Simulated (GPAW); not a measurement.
Band structure of LiF (Fm-3m, 2 atoms in the cell).

```yaml
crystal:
  lattice:
    - [0.00000, 2.01500, 2.01500]
    - [2.01500, 0.00000, 2.01500]
    - [2.01500, 2.01500, 0.00000]
  atoms:
    - { symbol: Li, position: [0.00000, 0.00000, 0.00000] }
    - { symbol: F, position: [0.50000, 0.50000, 0.50000] }
```

Method of the run: PBE, GPAW PAW datasets PBE (gpaw-data 1.0.1) (plane waves; GPAW 25.7.0).

Settings: mode = pw; ecut = 950 eV; xc = PBE; kpts = 7 7 7; mesh shift (steps) = 0 0 0; occupations.name = fermi-dirac; occupations.width = 0.02 eV; nbands = -8; convergence.density = 1e-05 e/electron; convergence.bands = -6; symmetry.symmorphic = false; symmetry.tolerance = 0.0005; maxiter = 120; bandpath_npoints = 40.

The starting cell has typed, rounded lattice constants, without a prior relaxation at this level.

Question: Predict the gap along the standard path and the places of the band edges.

Answer: The gap along the path is 9.06 eV, direct at Γ to within 0.01 eV.

Levels in eV from the top of the valence band on the SCF mesh, bands 1 to 8:
```json
[
 {"point": "Γ", "1": "-20.01", "2": "0.00", "3": "0.00", "4": "0.00", "5": "9.06", "6": "24.18", "7": "24.18", "8": "24.18"},
 {"point": "X", "1": "-19.28", "2": "-3.00", "3": "-1.00", "4": "-1.00", "5": "14.82", "6": "16.57", "7": "17.44", "8": "20.31"},
 {"point": "W", "1": "-19.30", "2": "-2.07", "3": "-2.07", "4": "-0.79", "5": "15.08", "6": "15.08", "7": "17.48", "8": "19.24"},
 {"point": "K", "1": "-19.32", "2": "-2.49", "3": "-1.56", "4": "-0.73", "5": "14.51", "6": "14.92", "7": "18.42", "8": "19.74"},
 {"point": "L", "1": "-19.54", "2": "-2.52", "3": "-0.22", "4": "-0.22", "5": "10.77", "6": "16.75", "7": "18.96", "8": "18.96"},
 {"point": "U", "1": "-19.32", "2": "-2.49", "3": "-1.56", "4": "-0.73", "5": "14.51", "6": "14.92", "7": "18.42", "8": "19.74"}
]
```
